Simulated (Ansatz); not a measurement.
Defect: P vacancy in zinc-blende InP, charge state +3. These are PBE, PAW (plane waves to 420 eV; Ansatz, a program for electronic structure) values and carry that method's errors.

64-site cell at the relaxed PBE lattice, one k-point at (0.250, 0.250, 0.250), smearing 0.05 eV, spin-restricted, no finite-size correction. No zero-point or tunnelling terms. PBE gaps are too small, and in this host the defect's levels may merge with the bands. The charge state is imposed; whether it is stable for some Fermi level was not computed. Forms of the defect that were not tried may lie lower.

Barriers: single points on a 2×2×2 k-point mesh shifted by half a step at the bands' geometries (they differ from the bands' own by up to 0.08 eV, and are uncertain by about as much).

The only route run: one P atom jumps into the vacancy from a nearby P site (strongly reconstructed ends); the atom moves 4.31 Å along (0.00, -0.51, -0.51) of the unit cell; the moving atom starts with neighbours In at 2.51, 2 In at 2.58, In at 2.60 Å and ends with In at 2.51, 2 In at 2.58, In at 2.61 Å. Its barrier is 1.73 eV. The saddle point's order was not checked, and it lies on a symmetry element of the cell, where a band can be held. The defect has 12 equivalent sites to jump to, 4.21 Å away. Attempt frequency: take 10 THz as a typical guess.

Task: Estimate the defect's diffusion coefficient at 1000 K, how far it wanders in 1 min, and how much an error of 0.1 eV in the barrier would matter.

Result: kT = 0.0862 eV, so each jump happens at Γ = ν exp(−E/kT) = 1.0e13 × exp(−20.08) ≈ 1.9e+04 s⁻¹. For uncorrelated jumps in a cubic host D = z λ² Γ / 6 = 12 × (4.21e-8 cm)² × 1.9e+04 / 6 ≈ 6.7e-11 cm²/s. The root-mean-square distance is √(6Dt) ≈ 2 µm. An error of 0.1 eV changes D by a factor exp(0.1/kT) ≈ 3.2, and the distance by its square root. This is the isolated defect's own diffusivity; trapping, its concentration and zero-point motion are left out.
